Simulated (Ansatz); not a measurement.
Electronic density of states of amorphous Ge$_{12}$Sb$_{12}$Se$_{36}$, density 4.94 g/cm³, on a 2×2×2 Γ-centred mesh with a Gaussian width of 0.1 eV; energies count from the Fermi level, whose place inside the gap is arbitrary. Cell and mesh are small, so fine structure isn't converged. All values below come from PBE-D3(BJ), scalar-relativistic without spin-orbit coupling, PAW (Ansatz default set, large-core Se) (plane waves to 420 eV; Ansatz, a quantum-chemistry and plane-wave program). Sampling: a 2×2×2 Γ-centred mesh; Fermi-Dirac width 0.05 eV; no spin polarisation.

Preparation: random packing, a CHGNet melt and quench, and a DFT relaxation. The hot cell started wider than the set density and was brought back towards it in steps. It is the lowest in DFT energy of 3 quenches. It is a model cell: composition and starting density were chosen by hand, and all elements were melted together. The geometry includes D3(BJ) dispersion. Its density started from a set value of 4.84 and ended at 4.94 g/cm³. Cooling (nominally 99 K/ps over its main leg) ran many orders faster than in experiment, which tends to leave more defects and strain. A cell of this size samples the disorder only roughly. Volume and shape were free in the relaxation.

```csv
E - EF (eV),states/(eV atom)
-12.00,0.00
-11.90,0.00
-11.80,0.00
-11.70,0.00
-11.60,0.00
-11.50,0.00
-11.40,0.00
-11.30,0.00
-11.20,0.00
-11.10,0.00
-11.00,0.00
-10.90,0.00
-10.80,0.00
-10.70,0.00
-10.60,0.00
-10.50,0.00
-10.40,0.00
-10.30,0.00
-10.20,0.00
-10.10,0.00
-10.00,0.01
-9.90,0.08
-9.80,0.21
-9.70,0.31
-9.60,0.33
-9.50,0.28
-9.40,0.20
-9.30,0.28
-9.20,0.34
-9.10,0.42
-9.00,0.39
-8.90,0.29
-8.80,0.29
-8.70,0.26
-8.60,0.26
-8.50,0.30
-8.40,0.33
-8.30,0.34
-8.20,0.28
-8.10,0.27
-8.00,0.30
-7.90,0.34
-7.80,0.32
-7.70,0.24
-7.60,0.27
-7.50,0.37
-7.40,0.32
-7.30,0.25
-7.20,0.10
-7.10,0.01
-7.00,0.00
-6.90,0.00
-6.80,0.00
-6.70,0.00
-6.60,0.00
-6.50,0.00
-6.40,0.00
-6.30,0.00
-6.20,0.00
-6.10,0.00
-6.00,0.00
-5.90,0.00
-5.80,0.00
-5.70,0.00
-5.60,0.01
-5.50,0.08
-5.40,0.30
-5.30,0.45
-5.20,0.51
-5.10,0.54
-5.00,0.57
-4.90,0.57
-4.80,0.58
-4.70,0.58
-4.60,0.64
-4.50,0.66
-4.40,0.66
-4.30,0.62
-4.20,0.58
-4.10,0.57
-4.00,0.60
-3.90,0.69
-3.80,0.71
-3.70,0.69
-3.60,0.69
-3.50,0.73
-3.40,0.72
-3.30,0.75
-3.20,0.71
-3.10,0.71
-3.00,0.76
-2.90,0.72
-2.80,0.71
-2.70,0.74
-2.60,0.77
-2.50,0.81
-2.40,0.78
-2.30,0.73
-2.20,0.74
-2.10,0.76
-2.00,0.72
-1.90,0.71
-1.80,0.73
-1.70,0.78
-1.60,0.84
-1.50,0.87
-1.40,0.86
-1.30,0.80
-1.20,0.79
-1.10,0.75
-1.00,0.75
-0.90,0.74
-0.80,0.60
-0.70,0.50
-0.60,0.42
-0.50,0.33
-0.40,0.24
-0.30,0.12
-0.20,0.02
-0.10,0.00
0.00,0.00
0.10,0.00
0.20,0.02
0.30,0.12
0.40,0.17
0.50,0.16
0.60,0.22
0.70,0.30
0.80,0.42
0.90,0.50
1.00,0.50
1.10,0.48
1.20,0.49
1.30,0.54
1.40,0.59
1.50,0.58
1.60,0.58
1.70,0.62
1.80,0.55
1.90,0.56
2.00,0.64
2.10,0.65
2.20,0.61
2.30,0.61
2.40,0.66
2.50,0.65
2.60,0.70
2.70,0.69
2.80,0.69
```

The gap on this mesh is 0.65 eV; the broadening fills part of it in the curve.
